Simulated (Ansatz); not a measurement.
## Response to strain in Ga2O3

Start from Ga₂O₃ in the corundum structure (space group R-3c, No. 167; a = 5.000 Å, c = 13.449 Å (hexagonal axes)).

Strains are applied to the cell and any free atomic positions relax.

Method: DFT with PBEsol, PAW potentials and a 420 eV plane-wave cutoff in Ansatz (a program for electronic structure), no spin-orbit coupling.

Notes on the quantities. energy relative to the base: free energy F; pressure: mean of the normal stresses, compression positive.

```json
[
 {"variant": "base", "energy relative to the base": "0 meV/atom", "smallest direct gap": "2.95 eV", "pressure": "0.0 kbar", "band gap": "2.70 eV"},
 {"variant": "isotropic strain −3.00 %", "energy relative to the base": "?", "smallest direct gap": "?", "pressure": "?", "band gap": "?"},
 {"variant": "isotropic strain −2.25 %", "energy relative to the base": "+33 meV/atom", "smallest direct gap": "3.74 eV", "pressure": "175.9 kbar", "band gap": "3.44 eV"},
 {"variant": "isotropic strain −1.50 %", "energy relative to the base": "+14 meV/atom", "smallest direct gap": "3.47 eV", "pressure": "111.0 kbar", "band gap": "3.19 eV"},
 {"variant": "isotropic strain −0.75 %", "energy relative to the base": "+3.5 meV/atom", "smallest direct gap": "3.21 eV", "pressure": "52.5 kbar", "band gap": "2.94 eV"}
]
```

### Question
What belongs in the blanks?

### Answer

- isotropic strain −3.00 %, energy relative to the base: +60 meV/atom
- isotropic strain −3.00 %, smallest direct gap: 3.99 eV
- isotropic strain −3.00 %, pressure: 247.9 kbar
- isotropic strain −3.00 %, band gap: 3.71 eV

Whether these cells are dynamically stable was not tested.
